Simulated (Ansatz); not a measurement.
We consider HfRh3 (Pm-3m, No. 221, 4 atoms in the cell; start mp-1027), described by PBEsol (Ansatz, an electronic-structure program, PAW).

Input file:

Ansatz 0.2 input:
```yaml
crystal:
  lattice:
    - [3.868600615, 0.0, 0.0]
    - [0.0, 3.868600615, 0.0]
    - [0.0, 0.0, 3.868600615]
  atoms:
    - { symbol: Hf, position: [0.0, 0.0, 0.0] }
    - { symbol: Rh, position: [0.5, 0.0, 0.5] }
    - { symbol: Rh, position: [0.0, 0.5, 0.5] }
    - { symbol: Rh, position: [0.5, 0.5, 0.0] }
basis:
  ecutwfc: 520
  ecutrho_ratio: 4
  xc_grid: 2
kpoints:
  mp_grid: { grid: [14, 14, 14] }
hamiltonian:
  xc: pbesol
  dispersion: none
  pseudopotentials: { kind: paw }
scf:
  occupations: { method: fermi_dirac, width: 0.05 }
output:
  forces: true
  stress: true
  eigenvalues: true
relax:
  f_tol: 0.004
  escape_saddle: false
  max_steps: 80
```

The run printed, among other lines:

```
WARN output.stress: scf.convergence.dr2_threshold = 1e-7 eV (the SCF's general default) is looser than the 4e-10 eV advised for a printed stress (1e-10 eV for …
Relaxation: its limit of steps is 80 (relax.max_steps)
Crystal: 4 atoms, lattice volume = 57.898 Å³
Basis set: ecut = 520 eV, 1551 PW (Γ), exchange–correlation on 60×60×60 points (8 copies of the dense FFT grid, shifted against one another)
Bands: 47, of which v1, the nominal top of the filled ones, is band 39 counted from 1 (38 counted from 0)
Symmetry: 48 space group operations
Space group: Pm-3m (ITA 221), of the structure as read, at distance tolerance 3.9e-5 Å
k-points: 120 of 2744
Functional: x = pbesol(κ = 0.804, μ = 0.12345679012345678), c = pbesol(β = 0.046)
SCF iter   1: F=—  HF=-34617.224664 eV  |F-HF|=—  |Δ(HF+E_count)|=         —  Δρ=1.69e-2  dr2=1.97e-1
SCF iter   2: F=—  HF=-34617.202244 eV  |F-HF|=—  |Δ(HF+E_count)|=   2.24e-2  Δρ=7.82e-3  dr2=4.86e-2
  ...
SCF iter   6: F=—  HF=-34617.194279 eV  |F-HF|=—  |Δ(HF+E_count)|=   3.32e-5  Δρ=5.37e-5  dr2=8.78e-7
SCF iter   7: F=-34617.194278 eV  HF=-34617.194278 eV  |F-HF|=8.56e-9  |Δ(HF+E_count)|=   2.06e-7  Δρ=9.44e-6  dr2=3.20e-8
SCF 1 converged in 7 iterations: F = -34617.194278 eV  dr2 = 3.20e-8
relax step   1: F+E_penalty+E_count = -34617.19427830 eV  Δ(F+E_penalty+E_count) = +0.000e0 eV  max|allowed force component| = 3.155e-28 eV/Å  Δτ_max = 0.0000 Å  (7 SCF iters, accepted)
SCF converged after 7 iterations
Free energy (F): -34617.194278 eV
Internal energy: -34617.165024 eV  (E = F + TS)
E sigma→0 (E₀):  -34617.179651 eV
Fermi energy:    23.261653 eV
--- Forces (eV/Å), atoms counted from 1 ---
  atom   1  Hf    -0.00000000    -0.00000000     0.00000000
  atom   2  Rh    -0.00000000     0.00000000     0.00000000
  atom   3  Rh    -0.00000000    -0.00000000     0.00000000
  atom   4  Rh    -0.00000000     0.00000000    -0.00000000
--- Stress (GPa, compression-positive) ---
        5.207970       0.000000       0.000000
        0.000000       5.207970       0.000000
        0.000000       0.000000       5.207970
  P = ⅓ Tr σ = 5.2080 GPa (52.080 kbar)
```

The cell is one volume of an energy–volume scan, off the minimum.

The PAW data were made under PBE.

Note: the run has no spin polarisation, so it can have missed a magnetic state. Note: the relaxation could not lower the start's symmetry, so the cell can be a saddle point above a distorted one.

A start named mp-… is a Materials Project structure, which need not be a measured phase.
